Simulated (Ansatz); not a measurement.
The starting structures come from a database of crystals and need not be the phases stable at ambient conditions.

## Evanescent states of WN$_{2}$ (P3_121, not sure to be the ambient phase, 9 atoms a cell, 21.4 Å³ an atom, -4 GPa at this level) along the normal of (001)

Calculation: PBEsol (plane waves, PAW; Ansatz, an electronic-structure program).

No gap correction and no spin-orbit coupling; mid-gap values are interpolated between computed energies.

Energies count from the valence-band top; κ is the least over a 6×6 mesh across the current.

```json
[
 {"E (eV)": "0.03", "κ (1/Å)": "0.053", "where": "Γ"},
 {"E (eV)": "0.09", "κ (1/Å)": "0.067", "where": "Γ"},
 {"E (eV)": "0.15", "κ (1/Å)": "0.077", "where": "Γ"},
 {"E (eV)": "0.21", "κ (1/Å)": "0.084", "where": "Γ"},
 {"E (eV)": "0.27", "κ (1/Å)": "0.089", "where": "Γ"},
 {"E (eV)": "0.33", "κ (1/Å)": "0.093", "where": "Γ"},
 {"E (eV)": "0.39", "κ (1/Å)": "0.095", "where": "Γ"},
 {"E (eV)": "0.45", "κ (1/Å)": "0.095", "where": "Γ"},
 {"E (eV)": "0.51", "κ (1/Å)": "0.094", "where": "Γ"},
 {"E (eV)": "0.57", "κ (1/Å)": "0.092", "where": "Γ"},
 {"E (eV)": "0.63", "κ (1/Å)": "0.088", "where": "Γ"},
 {"E (eV)": "0.69", "κ (1/Å)": "0.083", "where": "Γ"},
 {"E (eV)": "0.75", "κ (1/Å)": "0.075", "where": "Γ"}
]
```

### Question
How thick must the barrier be to attenuate the transmission by 10^6 when the electrodes' Fermi level lies at 0.21 eV, and what attenuation does that film give at 0.03 eV?

### Answer
d = 6 ln 10 / (2 × 0.084) = 82.2 Å. At 0.03 eV it gives 6 × 0.053/0.084 = 3.8 decades.
